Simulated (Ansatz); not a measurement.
Take Ta in the bcc (W type) structure (space group Im-3m, No. 229; relaxed with 0.1 eV smearing) as the base.

```
Ta
1.0
   -1.64115     1.64115     1.64115
    1.64115    -1.64115     1.64115
    1.64115     1.64115    -1.64115
Ta
1
Cartesian
  0.00000   0.00000   0.00000
```

Cartesian axes are those of the cell as printed.

Level of theory: Ansatz (a quantum-chemistry and plane-wave program) PBEsol, no spin-orbit coupling.

The change: an isotropic linear strain of −3.00 %, atoms relaxed at fixed cell.

**Question.** Predict the stress tensor and what it implies for the stiffness.

**Answer.** Stress of the strained cell less that of the base (GPa, compression positive):
```
   22.4     0.0     0.0
    0.0    22.4     0.0
    0.0     0.0    22.4
```

Then B = −ΔP/(ΔV/V₀) with ΔV/V₀ = -0.0873 gives secant stiffness values (nonlinear terms included at this strain): B ≈ 257 GPa.

As a check, the harmonic strain energy −½ V₀ Δσ:ε is 110 meV/atom; the computed energy rise is 100 meV/atom.

Stability against distortions was not tested. The final runs are not spin-polarised.
